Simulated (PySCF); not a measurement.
PySCF 2.14.0, unrestricted TPSSH/def2-svp, df: [CH2]Cl, charge 0, multiplicity 2, 4 atoms. The geometry is a generated start, not checked to be a minimum at this level.

| Property | Value |
|---|---|
| task | energy |
| method | tpssh |
| basis | def2-svp |
| two-electron scheme | density fitting |
| mol.max_memory | 3000 MB |
| mf.max_cycle | 100 |
| mf.init_guess | minao (default) |
| mf.DIIS | CDIIS (default) |
| mf.diis_space | 8 (default) |
| mf.conv_tol | 1e-09 (default) |
| mf.grids.level | 3 (default) |
| basis functions | 42 |
| grid points | 52616 |

```xyz
4

C     -0.1640     0.0022     0.0371
Cl     1.5100    -0.0213     0.0008
H     -0.6583     0.9499    -0.0219
H     -0.6877    -0.9308    -0.0160
```

Charge 0 and multiplicity 2 are set for this test and not shown to be the ground state.

One run each on 2 threads, 1 BLAS thread. Values of level_shift (Hartree) tried: 0 (default), 0.1, 0.3, 1.

Which value of level_shift (Hartree) needs the fewest Fock builds, and what happens away from it?

Fewest Fock builds, within one of each other: 0 (default) with 12, 0.1 with 12. The count rises to 30 at 1. All converge to one solution.

```csv
level_shift (Hartree),Fock builds,end
0 (default),12,same solution
0.1,12,same solution
0.3,16,same solution
1,30,same solution
```
